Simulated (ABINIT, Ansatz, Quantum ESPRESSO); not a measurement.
**One structure in several programs: InSb (F-43m, 2 atoms in the cell)**

Self-consistent single point.

```yaml
crystal:
  lattice:
    - [0.00000, 3.34679, 3.34679]
    - [3.34679, 0.00000, 3.34679]
    - [3.34679, 3.34679, 0.00000]
  atoms:
    - { symbol: In, position: [0.00000, 0.00000, 0.00000] }
    - { symbol: Sb, position: [0.25000, 0.25000, 0.25000] }
```

Shared settings, as Ansatz (a first-principles code) writes them: kpoints.mp_grid.grid = 9 9 9; magnetization.spin_orbit = true; scf.occupations.method = fermi_dirac; scf.occupations.width = 0.1 eV. Potentials and cutoffs stand in the table.

```json
[
 {"code": "Quantum ESPRESSO", "model": "PBE, spin-orbit coupling, PseudoDojo fully relativistic norm-conserving (PBE) pseudopotentials", "pressure (GPa)": "-0.88", "cutoff": "80 Ry"},
 {"code": "Ansatz", "model": "PBE with spin-orbit coupling, default PAW files", "pressure (GPa)": "-0.89", "cutoff": "420 eV"},
 {"code": "ABINIT", "model": "PBE, spin-orbit coupling, PAW (JTH v2.0 PBE PAW)", "pressure (GPa)": "-1.22", "cutoff": "544 eV"}
]
```

No clean gap comes from Quantum ESPRESSO, Ansatz and ABINIT: levels at the Fermi energy touch, overlap or are partly filled at this smearing.

The spread over the programs that give each value: pressure within 0.34 GPa.

Ansatz's pressure is given at a fixed set of plane waves, as the other plane-wave codes print theirs.

The starting cell comes from a database of computed structures (which also holds hypothetical and non-ambient phases and stackings), without a prior relaxation at this level. Its lattice was rescaled by a random factor within 2.5 % of one.

Left out of this page: Elk (with a known weakness of the program); FLEUR (stopped by limits of time or memory); SIESTA (not drawn, or without a comparable value).

Keys are those of Ansatz 0.2.
